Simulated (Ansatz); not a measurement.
Cubic perovskite CsHgBr3 (idealised or unconfirmed structure) was calculated with r²SCAN (plane waves, PAW; Ansatz, a first-principles code).

Run with plane-wave cutoff 560 eV, 10×10×10 k mesh, Fermi–Dirac smearing 0.05 eV, scalar-relativistic PAW data made under PBE.

Cell (relaxed at this level):

CsHgBr$_{3}$ is modelled in the cubic space group Pm-3m (No. 221), the cubic perovskite structure, Pearson symbol cP5. Cell: a = 5.6001 Å, b = 5.6001 Å, c = 5.6001 Å, α = 90.00°, β = 90.00°, γ = 90.00°. Cs on 1a sees 12 Br at 3.960 Å (cuboctahedral). Hg on 1b is coordinated by 6 Br at 2.800 Å (octahedral). Br on 3c sees 2 Hg at 2.800 Å and 4 Cs at 3.960 Å (octahedral). (Neighbours: up to the widest gap in distance over summed covalent radii, below 1.35, at either atom; cation-cation and far metal-metal contacts left out.)

Question: Give the computed bulk modulus B0 and pressure derivative B′ of the bulk modulus.

Answer: 
- bulk modulus B0: 28.0 GPa
- pressure derivative B′ of the bulk modulus: 5.2

The run finds no gap.

Note: the relaxation could not lower the start's symmetry, so the cell can be a saddle point above a distorted one.

Spin–orbit coupling is not included; it can open a gap where bands touch, and shift volumes and moduli.

The computed numbers hold no vibrational or temperature effects.
